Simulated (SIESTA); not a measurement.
Band structure of Zr (P6_3/mmc, 2 atoms in the cell).

```
Zr
1.0
    3.20587     0.00000     0.00000
   -1.60293     2.77636     0.00000
    0.00000     0.00000     5.11895
Zr
2
Direct
  0.33333   0.66667   0.25000
  0.66667   0.33333   0.75000
```

Method: GGA PBE, numerical atomic orbitals DZP, PseudoDojo PBE standard norm-conserving potentials (rewritten from UPF to PSML) (SIESTA).

Settings: XC.functional = GGA; XC.authors = PBE; potentials = PseudoDojo PBE standard; PAO.BasisSize = DZP; PAO.EnergyShift = 0.01 Ry; MeshCutoff = 350 Ry; kgrid.MonkhorstPack = 16 16 9; OccupationFunction = FD; ElectronicTemperature = 0.1 eV; MaxSCFIterations = 150; SCF.Mixer.Method = Broyden; SCF.Mixer.Weight = 0.2; SCF.Mixer.History = 8; SCF.DM.Tolerance = 1.0E-05.

The starting cell comes from a database of computed structures (which also holds hypothetical and non-ambient phases and stackings), without a prior relaxation at this level. Its lattice was rescaled by a random factor within 2.5 % of one. Values carry the incompleteness of an atom-centred basis.

Levels in eV from the Fermi level, bands 9 to 14:
```csv
point,9,10,11,12,13,14
Γ,-5.68,-3.08,0.87,0.87,1.01,1.30
M,-2.64,-2.53,-2.20,-0.12,0.54,0.83
K,-2.15,-1.35,-1.35,-1.12,0.29,0.29
A,-3.94,-3.94,0.08,0.08,0.77,0.77
L,-2.92,-2.92,-1.10,-1.10,1.79,1.79
H,-1.45,-1.45,-1.28,-1.28,0.00,0.00
```

Bands cross the Fermi level along this path, so the cell is metallic at this level.

Higher empty bands are left out: an atom-centred basis made for the valence describes them poorly.
